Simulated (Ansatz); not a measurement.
## SiC in the zinc blende structure (space group F-43m, No. 216)

SiC is modelled in the cubic space group F-43m (No. 216), the zinc blende structure, Pearson symbol cF8. Conventional cell: a = 4.3563 Å, b = 4.3563 Å, c = 4.3563 Å, α = 90.00°, β = 90.00°, γ = 90.00°. Si on 4a has 4 C at 1.886 Å (tetrahedral). C on 4d has 4 Si at 1.886 Å (tetrahedral). (Neighbours: up to the widest gap in distance over summed covalent radii, below 1.35, at either atom.)
(The calculation used a cell of 2 atoms; values per cell refer to that cell.)

Calculations: r2SCAN (Ansatz, a first-principles code), without spin-orbit coupling. k-mesh 13×13×13 (Γ-centred); smearing 0.05 eV (Fermi–Dirac).

| Quantity | Value |
|---|---|
| Volume per atom | 10.33 Å³ |
| Density | 3.22 g/cm³ |
| Band gap | 1.71 eV, indirect, Γ → X |
| Electron mass | 0.64 mₑ along k, 0.23 mₑ across |
| Hole mass (degenerate bands, along [100]) | 0.35, 0.57, 0.57 mₑ |
| Lowest conduction-band minima above the VBM | X along ⟨100⟩ 1.71 eV |
| Total energy | -445.667 eV/atom (σ→0; compares only within this code and set-up) |

Effective masses come from finite differences of ±0.01 Å⁻¹. Along k means along the line from Γ to the band edge. Stability against distortions was not tested.
